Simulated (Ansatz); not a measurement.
Al: pressure 15 GPa

Base system: Al in the fcc (Cu type) structure (space group Fm-3m, No. 225; a = 3.9920 Å).

One thing is altered: cell and atoms relaxed at a pressure of 15 GPa.

The values are results of Kohn–Sham DFT with the r2SCAN functional, run in Ansatz (a first-principles code) with PAW and 500 eV plane waves, no spin-orbit coupling, not measurements. k-mesh 20×20×20 (Γ-centred); smearing 0.05 eV (Fermi–Dirac).

| quantity | base | changed | shift |
|---|---|---|---|
| volume per atom | 15.90 Å³ | 14.06 Å³ | -1.84 Å³ |
| density | 2.82 g/cm³ | 3.19 g/cm³ | +0.37 g/cm³ |
| lattice parameter a | 3.992 Å | 3.831 Å | -0.161 Å |
| shortest interatomic distance | 2.823 Å | 2.709 Å | -0.114 Å |
| enthalpy H = E + PV relative to the base's energy | – | +1.39 eV/atom | – |
| band gap | zero | zero | – |

Load acts through the strain it causes; cell and atoms are relaxed under it. No phonon test of stability was made. No other phases were tried under pressure.
